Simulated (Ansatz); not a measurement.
Given:

```xyz
2
Lattice="0.0000 2.5312 2.5312 2.5312 0.0000 2.5312 2.5312 2.5312 0.0000" Properties=species:S:1:pos:R:3 pbc="T T T"
Sr     0.0000     0.0000     0.0000
O      2.5312     2.5312     2.5312
```

Computed with PBE, rigid bands (plane waves, PAW, scalar-relativistic; Ansatz, a program for electronic structure). Condition of this run: hydrostatic pressure of 3.6 GPa (compression positive) (the target of the relaxation). Cell: cell and atoms relaxed with PBEsol, then loaded as said.

What conductivity effective mass do dilute holes have at 300 K?

1.30 mₑ.

Predict the electron conductivity mass (n e² τ/σ) at 300 K, by direction if it differs.

0.51 mₑ.

And the band gap?

3.29 eV at this level; semilocal functionals usually fall short of the measured gap.

Rigid bands, one relaxation time for all states, no polarons. Spin-orbit coupling is left out; where it splits the top of the valence band it changes the hole mass and lowers the gap by about a third of the splitting. Geometry: cell and atoms relaxed with PBEsol.
